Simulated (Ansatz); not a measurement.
Reference: Nb₂CS (P6_3/mmc), PBEsol, DFPT electron-phonon coupling, linearised Boltzmann equation (plane waves, PAW, scalar-relativistic; Ansatz, a quantum-chemistry and plane-wave program); geometry: relaxed with this functional, without spin-orbit coupling.

```cif
data_C2Nb4S2
_chemical_formula_sum 'Nb4 C2 S2'
_space_group_name_H-M_alt 'P 1'
_space_group_IT_number 1
_cell_length_a 3.26850
_cell_length_b 3.26850
_cell_length_c 11.55938
_cell_angle_alpha 90.000
_cell_angle_beta 90.000
_cell_angle_gamma 120.000
loop_
_space_group_symop_operation_xyz
  'x, y, z'
loop_
_atom_site_label
_atom_site_type_symbol
_atom_site_fract_x
_atom_site_fract_y
_atom_site_fract_z
_atom_site_occupancy
Nb1 Nb 0.66667 0.33333 0.90386 1
Nb2 Nb 0.33333 0.66667 0.09614 1
Nb3 Nb 0.33333 0.66667 0.40386 1
Nb4 Nb 0.66667 0.33333 0.59614 1
C1 C 0.00000 0.00000 0.00000 1
C2 C 0.00000 0.00000 0.50000 1
S1 S 0.33333 0.66667 0.75000 1
S2 S 0.66667 0.33333 0.25000 1
```

The resistivity at 300 K is 35 μΩ·cm and the electron-phonon coupling λ is 0.64. The logarithmic mean phonon energy comes out as 23 meV.

### Question
Replace S by Ga on the same sites and relax. What happens?

### Answer
Nb$_{2}$GaC (P6_3/mmc): volume per atom 13.4 to 14.2 Å³; resistivity at 300 K falls (35 μΩ·cm to 24 μΩ·cm); electron-phonon coupling λ falls (0.64 to 0.38); logarithmic mean phonon energy stays about the same (23 meV to 23 meV).

Moves up to 11 % count as about the same. Metals; harmonic phonons alone scatter; means over directions. Halving the electron mesh moves these values by up to 8 %; q meshes are mostly untested. Spin-orbit coupling is left out.

Computed structure with no diffraction record at hand here (it may be known, metastable or hypothetical): Nb2CS (P6_3/mmc), Nb2GaC (P6_3/mmc).
